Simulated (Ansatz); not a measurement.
**Pressure series in CaO**

Start from CaO in the rock salt structure (space group Fm-3m, No. 225; a = 4.831 Å).

Cell and atoms are relaxed at each pressure.

The values are results of Kohn–Sham DFT with the PBE functional, run in Ansatz (an electronic-structure program) with PAW and 420 eV plane waves, no spin-orbit coupling, not measurements.

Candidates:
(a) pressure 9 GPa
(b) pressure 18 GPa
(c) pressure −2 GPa

Base values:

| Item | Value |
|---|---|
| Smallest direct gap | 4.03 eV |

**Question.** Order them by smallest direct gap, lowest first.

**Answer.** (b) pressure 18 GPa (3.93 eV), (a) pressure 9 GPa (3.99 eV), (c) pressure −2 GPa (4.04 eV)

Load acts through the strain it causes; cell and atoms are relaxed under it. No phonon test of stability was made. No other phases were tried under pressure.
